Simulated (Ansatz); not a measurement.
Layers are cut from database crystals; whether they can be made is not shown.

| Property | Result |
|---|---|
| Surface | single layer of NaI (symmetry P4/mmm as a slab, 2 atoms a cell) |
| Vacuum level minus Kohn-Sham valence edge | 5.87 eV |
| Vacuum level minus Kohn-Sham conduction edge | 2.03 eV |
| Gap of the slab on its mesh | 3.84 eV |
| Apparent barrier, filled states, bias minus 2.3 V | 7.7 eV (κ = 1.42 1/Å) |
| Apparent barrier, filled states, bias minus 2.9 V | 7.0 eV (κ = 1.36 1/Å) |
| Apparent barrier, empty states, bias plus 2.3 V | 1.5 eV (κ = 0.63 1/Å) |
| Apparent barrier, empty states, bias plus 2.9 V | 1.4 eV (κ = 0.60 1/Å) |

Calculation: PBE, Tersoff-Hamann images (plane waves, PAW; Ansatz, a first-principles code).

The apparent barrier is ħ²κ²/2m, with κ from the fall of the mean window density between 3.5 and 5 Å; states of large in-plane momentum fall faster than their energy alone says. Mesh 12×12×1, no spin-orbit coupling, no spin polarisation; biases count from the run's Fermi level.
